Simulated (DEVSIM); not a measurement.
System: illuminated InP p-on-n cell, one wavelength, at 300 K.

Layer 1 from the left is InP, thickness (μm) 0.0610, Na (cm⁻³) 1.9e18, τn (s) 1.3e-9, τp (s) 5.5e-8, absorption coefficient (cm⁻¹) 44000. Layer 2 from the left is InP, thickness (μm) 2.10, Nd (cm⁻³) 8.8e16, τn (s) 6.3e-8, τp (s) 6.3e-8, absorption coefficient (cm⁻¹) 44000.

Left contact: ohmic, minority electron recombination velocity 2000 cm/s. Right contact: ohmic, minority hole recombination velocity 100 cm/s. Voltage is applied to the left contact. Recombination: SRH at mid-gap, radiative, Auger. Light enters at the left, 7.2e17 photons cm⁻² s⁻¹, one pass, no reflection. Mobility is μmin + (μ − μmin)/(1 + (N/Nref)^α).

The device is made up for the run: typed textbook-type constants, with dimensions and the other settings drawn at random. Values at 300 K.

InP: gap (eV) 1.344, affinity (eV) 4.38, permittivity 12.5, Nc (cm⁻³) 5.7e17, Nv (cm⁻³) 1.1e19, μn (cm²/Vs) 5200, μp (cm²/Vs) 170, μn,min 400, μp,min 10, Nref,n 3e17, Nref,p 4.9e17, αn 0.47, αp 0.62, B (cm³/s) 1.2e-10, Cn (cm⁶/s) 9e-31, Cp (cm⁶/s) 9e-31.

Simulated with DEVSIM: 1D drift-diffusion, Boltzmann statistics, complete ionisation; no tunnelling, impact ionisation, image-force lowering or self-heating.

Q: What does the simulation give for the short-circuit current, the dark forward voltage at 100 A/cm²?

A: short-circuit current 114 mA/cm²; dark forward voltage at 100 A/cm² 1.190 V.
